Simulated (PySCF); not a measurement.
PySCF 2.14.0, B3LYP/def2-svp, df: Zn(F)(Et) (C[CH2][Zn][F]), 9 atoms. The geometry is a generated start, not checked to be a minimum at this level.

```json
{
 "task": "energy",
 "method": "b3lyp",
 "basis": "def2-svp",
 "two_electron_scheme": "density fitting",
 "mol.max_memory": "3000 MB",
 "mf.max_cycle": "100",
 "mf.init_guess": "minao (default)",
 "mf.DIIS": "CDIIS (default)",
 "mf.conv_tol": "1e-09 (default)",
 "mf.grids.level": "3 (default)",
 "basis_functions": "98",
 "grid_points": "112184"
}
```

```xyz
9

Zn     0.8865     0.6204     1.5624
F      1.5209     1.8355     2.6235
C     -0.0283    -0.6224     0.2544
C     -0.4416     0.0463    -1.0526
H     -0.9101    -1.0290     0.7409
H      0.6290    -1.4575     0.0362
H      0.4195     0.4182    -1.6030
H     -1.1254     0.8746    -0.8820
H     -0.9504    -0.6862    -1.6797
```

Charge 0 and multiplicity 1 are set for this test and not shown to be the ground state.

One run each on 2 threads, 1 BLAS thread. Values of diis_space tried: 3, 5, 8 (default), 12, 20.

Task: Which value of diis_space needs the fewest Fock builds, and what happens away from it?

Result: Fewest Fock builds, within one of each other: 5 with 13, 8 (default) with 13, 12 with 13, 20 with 13. The count rises to 20 at 3. All converge to one solution.

```json
[
 {"diis_space": "3", "Fock builds": "20", "end": "same solution"},
 {"diis_space": "5", "Fock builds": "13", "end": "same solution"},
 {"diis_space": "8 (default)", "Fock builds": "13", "end": "same solution"},
 {"diis_space": "12", "Fock builds": "13", "end": "same solution"},
 {"diis_space": "20", "Fock builds": "13", "end": "same solution"}
]
```
